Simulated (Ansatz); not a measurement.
A self-consistent single point of TlAsPd5 (P4/mmm, 7 atoms in the cell) with Ansatz (an electronic-structure program)

Computed with PBEsol, default PAW files made with PBE (plane waves; Ansatz).

Input as run:

Ansatz 0.2 input:
```yaml
# TlAsPd5
crystal:
  lattice:
    - [3.972513, 0.000000, 0.000000]
    - [0.000000, 3.972513, 0.000000]
    - [0.000000, 0.000000, 6.987549]
  atoms:
    - { symbol: Tl, position_ang: [1.986257, 1.986257, 0.000000] }
    - { symbol: As, position_ang: [0.000000, 0.000000, 3.493774] }
    - { symbol: Pd, position_ang: [0.000000, 0.000000, 0.000000] }
    - { symbol: Pd, position_ang: [0.000000, 1.986257, 2.045675] }
    - { symbol: Pd, position_ang: [0.000000, 1.986257, 4.941874] }
    - { symbol: Pd, position_ang: [1.986257, 0.000000, 2.045675] }
    - { symbol: Pd, position_ang: [1.986257, 0.000000, 4.941874] }
kpoints:
  mp_grid: { grid: [6, 6, 3] }
hamiltonian:
  xc: pbesol
  pseudopotentials: { kind: paw }
scf:
  occupations: { method: fermi_dirac, width: 0.0037 Ry }
output:
  forces: true
  eigenvalues: true
  stress: true
```

Output, abridged:

```
WARN the atoms were moved onto the symmetric positions of the space group found under crystal.symmetry.tolerance 1.0e-5 (fractional …
WARN basis.ecutwfc = 420 eV, the default
WARN ansatz: RAYON_NUM_THREADS=1 ignored (pool sized by the plan → 1); use --threads N
Pseudopotentials: kind: paw
Pseudopotential: Tl, paw, valence charge 13
Pseudopotential: As, paw, valence charge 15
Pseudopotential: Pd, paw, valence charge 18
Crystal: 7 atoms, lattice volume = 110.270 Å³
Basis set: ecut = 420 eV, 2151 PW (Γ), exchange–correlation on 54×54×96 points (8 copies of the dense FFT grid, shifted against one another)
Bands: 71, of which v1, the nominal top of the filled ones, is band 59 counted from 1 (58 counted from 0)
Symmetry: 16 space group operations
Space group: P4/mmm (ITA 123), of the structure as read, at distance tolerance 4.8e-5 Å
k-points: 20 of 108
PAW frozen core: Tl, regenerated for the run's functional, and the local potential with it
PAW frozen core: As, regenerated for the run's functional, and the local potential with it
PAW frozen core: Pd, regenerated for the run's functional, and the local potential with it
Initial density: superposition of atomic densities (neutral atoms: chi_scale 0, normalization atom), corrected by the library's trained network
Initial wavefunctions: pseudopotential atomic-orbital guess
Eigensolver: davidson
Functional: x = pbesol(κ = 0.804, μ = 0.12345679012345678), c = pbesol(β = 0.046)
SCF iter   1: F=—  HF=-50644.544155 eV  |F-HF|=—  |Δ(HF+E_count)|=         —  Δρ=1.26e-2  dr2=1.84e-1  ethr=1.77e-3  ⟨swp⟩=5.9  Hψ=5327  notcnv=0
all-band conjugate gradients solve this SCF's bands
preconditioner: auto → LDOS
SCF iter   2: F=—  HF=-50644.613813 eV  |F-HF|=—  |Δ(HF+E_count)|=   6.97e-2  Δρ=2.03e-2  dr2=4.54e-1  ethr=1.56e-4  ⟨swp⟩=2.8  Hψ=3066  notcnv=0  defer=88
preconditioner: auto → Kerker (q_TF=auto, 2.759 Å⁻¹)
SCF iter   3: F=—  HF=-50644.500098 eV  |F-HF|=—  |Δ(HF+E_count)|=   1.14e-1  Δρ=1.39e-3  dr2=9.83e-4  ethr=1.56e-4  ⟨swp⟩=2.0  Hψ=2538  notcnv=0  defer=88
SCF iter   4: F=—  HF=-50644.499978 eV  |F-HF|=—  |Δ(HF+E_count)|=   1.19e-4  Δρ=2.03e-4  dr2=4.54e-5  ethr=8.33e-7  ⟨swp⟩=2.0  Hψ=2679  notcnv=0  defer=88
SCF iter   5: F=—  HF=-50644.499990 eV  |F-HF|=—  |Δ(HF+E_count)|=   1.18e-5  Δρ=8.71e-5  dr2=1.17e-5  ethr=3.84e-8  ⟨swp⟩=2.4  Hψ=2082  notcnv=0  defer=88
SCF iter   6: F=—  HF=-50644.499988 eV  |F-HF|=—  |Δ(HF+E_count)|=   2.53e-6  Δρ=2.92e-5  dr2=1.41e-6  ethr=9.94e-9  ⟨swp⟩=2.0  Hψ=1982  notcnv=0  defer=88
SCF iter   7: F=—  HF=-50644.499987 eV  |F-HF|=—  |Δ(HF+E_count)|=   4.16e-7  Δρ=1.22e-5  dr2=2.13e-7  ethr=1.19e-9  ⟨swp⟩=2.0  Hψ=2106  notcnv=0  defer=88
SCF iter   8: F=-50644.499987 eV  HF=-50644.499987 eV  |F-HF|=1.24e-8  |Δ(HF+E_count)|=   1.27e-8  Δρ=3.61e-6  dr2=2.74e-8  ethr=8.47e-11  ⟨swp⟩=8.8  Hψ=5683  notcnv=0
SCF 1 converged in 8 iterations: F = -50644.499987 eV  dr2 = 2.74e-8
SCF converged after 8 iterations
Free energy (F): -50644.499987 eV
Harris-Foulkes:  -50644.499987 eV  (|F-HF|=1.24e-8)
Internal energy: -50644.488052 eV  (E = F + TS)
E sigma→0 (E₀):  -50644.494020 eV
Entropy (-TS):   -0.011935 eV (-1.705 meV/atom)
Fermi energy:    18.518584 eV
--- Per-component energies (eV) ---
  E_band       = -855.722919
  E_kinetic    = 3022.294473
  E_local      = -11765.801632  (includes V_loc(G=0)·N_el)
  E_nonlocal   = 752.496534
  E_hartree    = 5062.783394
  E_xc         = -1148.748011
  E_vxc        = -1281.853745  (∫ρ·V_xc dr)
  E_paw        = -30246.328037  (= ΣΔE_a)
  E_vpaw       = -1708.429380  (= ΣTr[D̂ρ^β])
  E_aug_tail   = 0.001077  (compensation charges beyond the density's cutoff)
  E_ewald      = -16323.703163
  E_core_change = 2.517314  (= ΣΔE_core)
  E_smearing   = -0.011935  (= −TS)
  E_closure    = -0.000000  (closes the sum)
  Σ components = -50644.499987   (vs F -50644.499987, Δ=0.00e0)
--- Forces (eV/Å), atoms counted from 1 ---
  atom   1  Tl     0.00000000     0.00000000     0.00000000
  atom   2  As    -0.00000000     0.00000000     0.00000000
  atom   3  Pd     0.00000000     0.00000000     0.00000000
  atom   4  Pd     0.00000000     0.00000000    -0.02758668
  atom   5  Pd     0.00000000     0.00000000     0.02758668
  atom   6  Pd     0.00000000     0.00000000    -0.02758668
  atom   7  Pd     0.00000000     0.00000000     0.02758668
  max |Σ_I F_I| component: 6.94e-18 eV/Å
--- Stress (GPa, compression-positive) ---
        4.042286       0.000000       0.000000
        0.000000       4.042286       0.000000
        0.000000       0.000000       3.986213
  P = ⅓ Tr σ = 4.0236 GPa (40.236 kbar)
  The stress holds the Pulay correction. Without it, at fixed plane waves, as pw.x and ABINIT print it: P = 3.9667 GPa
--- Band table (eV; the first three rows and the last of 20) ---
  k-point 0: bands = ["-65.9986", "-65.9933", "-65.9697", "-65.9650", "-65.5697", "-31.9092", "-31.9092", "-31.8987", "-31.8987", "-31.8239", "-31.7859", "-31.7638", "-31.7196", "-31.6115", "-31.6115", "-31.6062", "-31.6062", "-31.3652", "-31.3652", [...]
  k-point 1: bands = ["-65.9983", "-65.9935", "-65.9697", "-65.9650", "-65.5697", "-31.9068", "-31.9068", "-31.9011", "-31.9011", "-31.8302", "-31.7853", "-31.7563", "-31.7202", "-31.6115", "-31.6115", "-31.6061", "-31.6061", "-31.3652", "-31.3652", [...]
  k-point 2: bands = ["-65.9966", "-65.9914", "-65.9716", "-65.9669", "-65.5697", "-31.9037", "-31.9035", "-31.8948", "-31.8930", "-31.8220", "-31.7892", "-31.7602", "-31.7219", "-31.6180", "-31.6174", "-31.6126", "-31.6120", "-31.3653", "-31.3650", [...]
  k-point 19: bands = ["-65.9838", "-65.9838", "-65.9790", "-65.9790", "-65.5699", "-31.9942", "-31.9771", "-31.8052", "-31.8052", "-31.7820", "-31.7752", "-31.7437", "-31.7437", "-31.7356", "-31.7290", "-31.5411", "-31.5362", "-31.3628", [...]
```

The run converged in 8 iterations.

The starting cell comes from a database of computed structures (which also holds hypothetical and non-ambient phases and stackings), without a prior relaxation at this level. Its lattice was rescaled by a random factor within 2.5 % of one. Spin-orbit coupling is off. Spin polarisation is off. With a pressure of about 4 GPa the cell is away from its equilibrium volume at this level. Ansatz's pressure includes its estimate of the finite-basis (Pulay) stress.
